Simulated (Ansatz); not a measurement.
TiZnO3 (P-1, No. 2, 10 atoms in the cell; start mp-635713)

Level of theory: LDA in Ansatz (plane waves, PAW).

Run with plane-wave cutoff 520 eV, 8×8×8 k mesh, Fermi–Dirac smearing 0.01 eV, no spin polarisation, scalar-relativistic PAW data made under PBE.

Cell (relaxed at this level):

```cif
data_O6Ti2Zn2
_chemical_formula_sum 'Ti2 Zn2 O6'
_space_group_name_H-M_alt 'P-1'
_space_group_IT_number 2
_space_group_name_Hall '-P 1'
_cell_length_a 5.36761
_cell_length_b 5.42819
_cell_length_c 5.64077
_cell_angle_alpha 65.641
_cell_angle_beta 68.025
_cell_angle_gamma 70.448
loop_
_space_group_symop_operation_xyz
  'x, y, z'
  '-x, -y, -z'
loop_
_atom_site_label
_atom_site_type_symbol
_atom_site_symmetry_multiplicity
_atom_site_Wyckoff_symbol
_atom_site_fract_x
_atom_site_fract_y
_atom_site_fract_z
_atom_site_occupancy
Ti1 Ti 2 i 0.09333 0.24810 0.91759 1
Zn1 Zn 2 i 0.41909 0.55458 0.25477 1
O1 O 2 i 0.34721 0.30160 0.60752 1
O2 O 2 i 0.15764 0.89525 0.14841 1
O3 O 2 i 0.22934 0.45406 0.04269 1
```

```yaml
band_gap: 3.23 eV (on the SCF k mesh)
"Γ–Γ gap": 3.31 eV
```

Note: the relaxation could not lower the start's symmetry, so the cell can be a saddle point above a distorted one.

It cost very roughly 60 core-minutes of CPU time.

A start named mp-… is a Materials Project structure, which need not be a measured phase.

Ansatz is a first-principles code.
